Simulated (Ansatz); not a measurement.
```
CELL_PARAMETERS angstrom
      3.30800     0.00000     0.00000
      0.00000     3.30800     0.00000
      0.00000     0.00000     6.00556
ATOMIC_POSITIONS crystal
  Ti 0.00000 0.50000 0.86422
  Ti 0.50000 0.00000 0.13578
  Au 0.00000 0.50000 0.36100
  Au 0.50000 0.00000 0.63900
```

TiAu (P4/nmm), PBEsol, DFPT electron-phonon coupling, linearised Boltzmann equation (plane waves, PAW, scalar-relativistic; Ansatz, a first-principles code): the phonon-limited resistivity at 300 K is 12.6 μΩ·cm (x, the basal plane), 12.6 μΩ·cm (y, the basal plane), 29.9 μΩ·cm (z, c). Third figures are kept for the arithmetic.

### Question
How anisotropic is it, and between which bounds lies a dense polycrystal with random grains and no boundary scattering?

### Answer
Largest over smallest: 2.4. Upper bound, grains in series: (12.6 + 12.6 + 29.9)/3 = 18.4 μΩ·cm. Lower bound, grains side by side: 3/Σ(1/ρ) = 15.6 μΩ·cm. The best single-crystal direction lies 19 % under the lower bound.

A metal at this level (no band gap). Only scattering by harmonic phonons is included (no impurities, grain boundaries, electron-electron scattering or thermal expansion). Spin-orbit coupling is left out, which matters with elements this heavy. Halving the electron mesh (24x24x16) moves the resistivity by up to 4 % at 300 K, the mean free path by up to 5 %. Smearing 0.20 eV; phonons on a 4x4x3 q mesh, which this run doesn't test.

Computed structure with no diffraction record at hand here (it may be known, metastable or hypothetical): TiAu (P4/nmm).
